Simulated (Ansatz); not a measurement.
**MgTe: isotropic strain +1.20 %**

The reference is MgTe in the wurtzite structure (space group P6_3mc, No. 186; a = 4.5614 Å, c = 7.4119 Å).

Now apply this change: every lattice vector is stretched by 1.20 %, atoms relaxed at fixed cell.

Calculations: plane-wave PAW DFT at the PBEsol level (Ansatz, an electronic-structure program, 420 eV), no SOC. Γ-centred 8×8×5 mesh, Fermi–Dirac width 0.05 eV.

```tsv
quantity	base	changed	shift
volume per atom	33.39 Å³	34.61 Å³	+1.22 Å³
space group	P6_3mc (No. 186)	P6_3mc (No. 186)	–
shortest interatomic distance	2.787 Å	2.821 Å	+0.0334 Å
energy relative to the base (free energy F)	0 meV/atom	+4.8 meV/atom	+4.8 meV/atom
pressure (mean of the normal stresses, compression positive)	-0.01 GPa	-1.21 GPa	-1.20 GPa
band gap	2.39 eV	2.23 eV	-0.16 eV
gap character	direct at Γ	direct at Γ	–
mean gap deformation potential ΔEg/Δln V	–	-4.3 eV	–
width of the top valence band	1.40 eV	1.33 eV	-0.07 eV
electron mass	0.15 mₑ along c, 0.17 mₑ across (at Γ)	0.15 mₑ along c, 0.17 mₑ across (at Γ)	–
valence-band top at Γ (three highest levels, from the VBM)	0.00, -0.02, -0.02 eV	0.00, -0.02, -0.02 eV	–
```

Final structure:

```
MgTe
1.0
    4.61616     0.00000     0.00000
   -2.30808     3.99772     0.00000
    0.00000     0.00000     7.50086
Mg Te
2 2
Direct
  0.33333   0.66667   0.99959
  0.66667   0.33333   0.49959
  0.33333   0.66667   0.37641
  0.66667   0.33333   0.87641
```

Cost of the whole job for the changed cell (relaxation, final SCF and bands): very roughly 50 core-seconds.

With Te present, leaving out spin-orbit coupling can change the band edges. Masses are band curvatures over ±0.01 Å⁻¹ around the edge. Stability against distortions was not tested.
